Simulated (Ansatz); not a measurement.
The reference is BP in the zinc blende structure (space group F-43m, No. 216; a = 4.536 Å).

It is then changed as follows: every B is replaced by In; the structure is relaxed again.

Levels (all Ansatz, an electronic-structure program, PAW, earlier PAW set): r2SCAN (500 eV, no spin-orbit coupling); HSE06 (420 eV, no SOC); HSE06+SOC (420 eV, spin-orbit coupling included).

One geometry, relaxed with r2SCAN, under each level:

The valence-band top lists the three highest levels at Γ (Kramers pairs under SOC), from the VBM.

| level | band gap | lowest conduction level above the VBM at special points | valence-band top at Γ |
|---|---|---|---|
| r2SCAN | 1.02 eV | Γ 1.02 eV; L 1.79 eV; X 2.04 eV | 0.00, 0.00, 0.00 eV |
| HSE06 | (withheld) | (withheld) | – |
| HSE06+SOC | (withheld) | (withheld) | (withheld) |

Give the withheld HSE06 and HSE06+SOC results.


- HSE06, band gap: 1.35 eV
- HSE06, lowest conduction level above the VBM at special points: Γ 1.35 eV; L 2.19 eV; X 2.40 eV
- HSE06+SOC, band gap: 1.32 eV
- HSE06+SOC, lowest conduction level above the VBM at special points: Γ 1.32 eV; L 2.15 eV; X 2.37 eV
- HSE06+SOC, valence-band top at Γ: 0.00, 0.00, -0.12 eV

Single points use the geometry relaxed with r2SCAN. The spin-orbit shifts are approximate. Stability against distortions was not tested.
